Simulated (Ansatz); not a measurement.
Effect of uniaxial stress, 0.5 GPa compression along x on hypothetical zinc blende LuP

The parent structure is LuP in the zinc blende structure (space group F-43m, No. 216; a = 6.137 Å; a hypothetical phase, not in the database extracts checked). Axes: x, y, z lie along the cube axes.

The change: uniaxial stress, 0.5 GPa compression along x, with the cell and atoms free to relax against it.

Calculations: r2SCAN, PAW, 500 eV (Ansatz, a first-principles code; spin-orbit coupling left out). Γ-centred 9×9×9 mesh, Fermi–Dirac width 0.05 eV.

| quantity | base | changed | shift |
|---|---|---|---|
| volume per atom | 28.89 Å³ | 24.20 Å³ | -4.69 Å³ |
| space group | F-43m (No. 216) | I-4m2 (No. 119) | – |
| shortest interatomic distance | 265.7 pm | 264.8 pm | -0.9 pm |
| energy relative to the base (free energy F) | 0 meV/atom | -37 meV/atom | -37 meV/atom |
| band gap | 1.98 eV | 0.67 eV | -1.315 eV |
| gap character | – | indirect, k = (1/3, 0, 1/3) in the run's primitive reciprocal basis → Γ | – |
| electron mass | 1.6 mₑ along k, 2.2 mₑ across (at X) | 1.2 mₑ along x, 0.53 mₑ across (at Γ) | – |
| strain response (xx, yy, zz) | – | (−34.21, +12.83, +12.83) % | – |

Cost of the whole job for the changed cell (relaxation, final SCF and bands): roughly 4 core-minutes.

Masses are band curvatures over ±0.01 Å⁻¹ around the edge. Along k means along the line from Γ to the band edge. Stability under load was not tested beyond the relaxation. Under uniaxial stress, 0.5 GPa compression along x the cell changed shape so far that it is another structure. k-point labels follow each cell's own Brillouin zone.
